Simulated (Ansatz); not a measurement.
The parent structure is ZrSe$_{2}$ in the CdI2 type structure (space group P-3m1, No. 164; a = 3.660 Å, c = 5.841 Å; layered, stacked along the Cartesian z axis; relaxed with 0.1 eV smearing).

All numbers come from PBEsol-D3(BJ) in Ansatz (plane waves to 420 eV, PAW, scalar-relativistic without spin-orbit coupling), earlier PAW set.

Base values:

```
Property    Value
--------  -------
Pressure  0.0 GPa
Band gap     zero
```

The change: an isotropic linear strain of −3.65 %, atoms relaxed at fixed cell.

### Question
How does this affect the energy relative to the base, pressure, band gap and largest internal atomic displacement?

### Answer
The energy grows by 47 meV/atom; the pressure (mean of the normal stresses, compression positive) goes from zero to 7.2 GPa; the band gap stays zero; the largest internal atomic displacement comes out as 0.091 Å.

No phonon test of stability was made. The final runs are not spin-polarised. A zero or small gap of ZrSe2 can be the functional's error rather than a property of the material.

Ansatz is a first-principles code.
